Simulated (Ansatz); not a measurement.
Data:

```xyz
2
Lattice="0.0000 2.7168 2.7168 2.7168 0.0000 2.7168 2.7168 2.7168 0.0000" Properties=species:S:1:pos:R:3 pbc="T T T"
Si     1.3584     1.3584     1.3584
Si     0.0000     0.0000     0.0000
```

All values below come from PBEsol, rigid bands (plane waves, PAW, scalar-relativistic; Ansatz, a program for electronic structure). Geometry: cell and atoms relaxed with PBEsol.

What conductivity effective mass do dilute holes have at 300 K?

0.32 mₑ.

Predict the electron conductivity mass (n e² τ/σ) at 300 K, by direction if it differs.

0.28 mₑ.

And the band gap?

0.47 eV at this level; semilocal functionals usually fall short of the measured gap.

Rigid bands, one relaxation time for all states, no polarons. Spin-orbit coupling is left out; where it splits the top of the valence band it changes the hole mass and lowers the gap by about a third of the splitting.
